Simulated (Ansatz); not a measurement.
## InP (model structure, started from the CdTe type, P6₄22, No. 181, 6 atoms in the cell)

The numbers are results of HSE06 (plane waves, PAW; Ansatz, a quantum-chemistry and plane-wave program), not measurements.

Settings: plane-wave cutoff 460 eV, 9×9×4 k mesh (along the axes of the cell as run), Fermi–Dirac smearing 0.05 eV, scalar-relativistic PAW data made under PBE.

Cell (relaxed with PBEsol):

```xyz
6
Lattice="4.1203 0.0000 0.0000 -2.0602 3.5683 0.0000 0.0000 0.0000 9.2498" Properties=species:S:1:pos:R:3 pbc="T T T"
In    -1.0301     1.7842     6.1665
In     1.0300     1.7841     0.0000
In     2.0602     0.0000     3.0833
P     -1.0301     1.7842     1.5416
P      1.0301     1.7841     4.6249
P      2.0602     0.0000     7.7082
```

| Item | Result |
|---|---|
| band gap | 0.73 eV (on the SCF k mesh) |

Note: PBE has no gap here, and a hybrid on a coarse mesh can open a false one; the relaxation could raise the start's symmetry but not lower it, so the cell can be a saddle point; cell and atoms aren't relaxed at this level (pressure 0.9 GPa).

Spin–orbit coupling is not included.

Computed values are for the static lattice.

A model structure was made by putting elements into a prototype or built by hand; it is no filed structure, need not be a known phase, and can be a saddle point held by its symmetry.
